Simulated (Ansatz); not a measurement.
Start from BN in the zinc blende structure (space group F-43m, No. 216; a = 3.605 Å).

Modification: P takes the place of N on all its sites, then cell and atoms are relaxed.

All numbers come from PBEsol, PAW, 420 eV (Ansatz, an electronic-structure program; no SOC), earlier PAW set.

Base, band edges from the VBM (valence, conduction): X -4.98, 4.29; W -6.64, 9.48; L -1.97, 10.19; Γ 0.00, 8.80; K -4.14, 6.78; U -4.14, 6.78 eV.

**Question.** Give the band edges at the high-symmetry points of the new zone, measured from its valence-band maximum.

**Answer.** 
| point | valence edge (eV) | conduction edge (eV) |
|---|---|---|
| Γ | 0.00 | 3.38 |
| X | -4.18 | 1.21 |
| U | -3.56 | 2.02 |
| K | -3.56 | 2.02 |
| L | -1.78 | 3.79 |
| W | -5.60 | 5.22 |

The gap is 1.11 eV, indirect, Γ → Γ–X (83 % along).

No phonon test of stability was made.
